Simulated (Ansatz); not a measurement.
Base system: a 16-atom supercell of NaI in the rock salt structure (space group Fm-3m, No. 225) at its relaxed geometry.

```
NaI
1.0
    0.00000     6.46015     6.46015
    6.46015     0.00000     6.46015
    6.46015     6.46015     0.00000
I Na
8 8
Direct
  0.00000   0.00000   0.00000
  0.00000   0.00000   0.50000
  0.00000   0.50000   0.00000
  0.00000   0.50000   0.50000
  0.50000   0.00000   0.00000
  0.50000   0.00000   0.50000
  0.50000   0.50000   0.00000
  0.50000   0.50000   0.50000
  0.25000   0.25000   0.25000
  0.25000   0.25000   0.75000
  0.25000   0.75000   0.25000
  0.25000   0.75000   0.75000
  0.75000   0.25000   0.25000
  0.75000   0.25000   0.75000
  0.75000   0.75000   0.25000
  0.75000   0.75000   0.75000
```

Computed with r2SCAN in Ansatz (plane waves to 500 eV, PAW, without spin-orbit coupling).

Base values:

| Quantity | Value |
|---|---|
| Mean distance from the defect site to its nearest host atoms | 323 pm |
| Pressure | 0.0 GPa |

The change: a neutral Na vacancy, atoms relaxed at fixed cell, starting from a slightly rattled geometry.

Question: What happens to the largest displacement of a host atom from its site in the perfect cell?

Answer: The largest displacement of a host atom from its site in the perfect cell is 0.02 Å.

Question: How does this affect the mean distance from the defect site to its nearest host atoms?

Answer: The mean distance from the defect site to its nearest host atoms increases by 2 pm (323 pm → 325 pm).

Question: How does this affect the pressure?

Answer: The pressure goes from zero to -0.2 GPa.

Other magnetic orders, which the real material may have, were not ruled out. The cell is small, so the values are those of an ordered compound at a high defect concentration; dilute-limit values will differ. The mesh was chosen for an insulator and is coarse for the gapless case. The defect cell is spin-polarised and ends with 1.0 μB.

Ansatz is a first-principles code.
